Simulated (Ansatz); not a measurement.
Given:

End structure of a constructed model of the (110) surface of bcc Ta, a pseudomorphic layer of Co in the host's stacking (bottom of the slab: a bare face, its two planes held):

```xyz
7
Lattice="2.8744 0.0000 0.0000 -0.9581 2.7100 0.0000 0.0000 0.0000 30.5000" Properties=species:S:1:pos:R:3 pbc="T T T"
Ta     0.9581     1.3550     8.0854
Ta     0.0000     0.0000    10.4323
Ta     0.9581     1.3550    12.7660
Ta     0.0000     0.0000    15.1167
Ta     0.9581     1.3550    17.4556
Ta     0.0000     0.0000    19.8199
Co     0.9581     1.3550    21.6396
```

Set-up: 7 atoms, 14.3 Å thick at the start; mesh 14x14x1; 0.1 eV smearing; dipole correction on; 2 atoms held, the rest relaxed; held to the start's symmetry, so lower structures may exist; spin-polarised, ending with about 1.3 μB a cell; orders that need a larger cell were not tried, no spin-orbit, no U. It is one candidate, not shown to be the stable structure of the face.

What work function of the top face does Ansatz (a program for electronic structure) with PBE give?

4.02 eV
